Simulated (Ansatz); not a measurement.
# A computed series for MoSi2: response to strain

The parent structure is MoSi2 (space group I4/mmm, No. 139; a = 3.174 Å, c = 7.779 Å; relaxed with 0.1 eV smearing).

Strains are applied to the cell and any free atomic positions relax.

Calculations: LDA in Ansatz (plane waves to 420 eV, PAW, no SOC).

Candidates:
(a) isotropic strain +3.00 %
(b) isotropic strain +2.00 %
(c) isotropic strain −1.00 %
(d) isotropic strain −3.00 %

Notes on the quantities. energy relative to the base: free energy F.

### Question
Order them by energy relative to the base, lowest first.

### Answer
(c) isotropic strain −1.00 % (+8.6 meV/atom), (b) isotropic strain +2.00 % (+31 meV/atom), (a) isotropic strain +3.00 % (+67 meV/atom), (d) isotropic strain −3.00 % (+83 meV/atom)

Whether these cells are dynamically stable was not tested. All final runs are without spin polarisation.

Ansatz is a quantum-chemistry and plane-wave program.
